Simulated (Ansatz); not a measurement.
System: Ca2C (model structure, started from the fluorite type, Fm-3m, No. 225, 3 atoms in the cell). Method: LDA in Ansatz (plane waves, PAW).

Settings: plane-wave cutoff 520 eV, 16×16×16 k mesh, Fermi–Dirac smearing 0.05 eV, scalar-relativistic PAW data made under PBE.

The cell is the one relaxed with PBEsol. Conventional cell: a = 6.2045 Å, b = 6.2045 Å, c = 6.2045 Å, α = 90.00°, β = 90.00°, γ = 90.00°.

```
CELL_PARAMETERS angstrom
      0.00000     3.10226     3.10226
      3.10226     0.00000     3.10226
      3.10226     3.10226     0.00000
ATOMIC_POSITIONS crystal
  C  0.00000 0.00000 0.00000
  Ca 0.25000 0.25000 0.25000
  Ca 0.75000 0.75000 0.75000
```

Task: List the 11 lowest band energies at Γ above −25 eV (eV, relative to the valence band maximum), grouping those that round alike.

Result: At Γ: -21.28 (×3), -20.80 (×3), -8.29, -1.16 (×3), 0.91.

Note: the relaxation could raise the start's symmetry but not lower it, so the cell can be a saddle point; cell and atoms aren't relaxed at this level (pressure -2.5 GPa).

A model structure was made by putting elements into a prototype or built by hand; it is no filed structure, need not be a known phase, and can be a saddle point held by its symmetry.

Ansatz is a first-principles code.
